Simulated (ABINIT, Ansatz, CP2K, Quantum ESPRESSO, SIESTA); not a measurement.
Code comparison for SrB₆ (Pm-3m, 7 atoms in the cell)

Relaxation of cell and atoms.

```yaml
crystal:
  lattice:
    - [4.19021, 0.00000, 0.00000]
    - [0.00000, 4.19021, 0.00000]
    - [0.00000, 0.00000, 4.19021]
  atoms:
    - { symbol: Sr, position: [0.00000, 0.00000, 0.00000] }
    - { symbol: B, position: [0.20314, 0.50000, 0.50000] }
    - { symbol: B, position: [0.79686, 0.50000, 0.50000] }
    - { symbol: B, position: [0.50000, 0.20314, 0.50000] }
    - { symbol: B, position: [0.50000, 0.79686, 0.50000] }
    - { symbol: B, position: [0.50000, 0.50000, 0.20314] }
    - { symbol: B, position: [0.50000, 0.50000, 0.79686] }
```

Shared settings, as Ansatz (a quantum-chemistry and plane-wave program) writes them: kpoints.mp_grid.grid = 5 5 5; scf.occupations.method = fermi_dirac; scf.occupations.width = 0.05 eV. Potentials and cutoffs stand in the table.

```csv
code,model,final volume (Å³/atom),cutoff
Quantum ESPRESSO,"PBEsol, GBRV 1.5 ultrasoft (PBESOL) pseudopotentials",10.37,40 Ry
CP2K,"PBEsol, GPW, DZVP-MOLOPT-SR-GTH basis, GTH-PBE potentials (GTH_POTENTIALS)",10.50,grid 500 Ry
ABINIT,"PBEsol, PAW (JTH v2.0 PBE PAW, files made for PBE)",10.38,40 Ry
Ansatz,"PBEsol, PAW files made with PBE",10.37,420 eV
SIESTA,"GGA PBEsol, numerical atomic orbitals TZP, PseudoDojo PBEsol standard norm-conserving potentials (rewritten from UPF to PSML)",10.77,grid 300 Ry
```

The spread over the programs that give each value: final volume within 0.40 Å³/atom.

CP2K and SIESTA use small atom-centred bases, whose incompleteness enters pressures, forces and empty levels differently from a plane-wave cutoff. The programs treat the finite-basis stress differently while the cell relaxes: Ansatz adds an estimate of it, ABINIT smooths its cutoff (ecutsm).

The starting cell comes from a database of computed structures (which also holds hypothetical and non-ambient phases and stackings), without a prior relaxation at this level.

Left out of this page: GPAW (not drawn, or without a comparable value).

Keys are those of Ansatz 0.2.
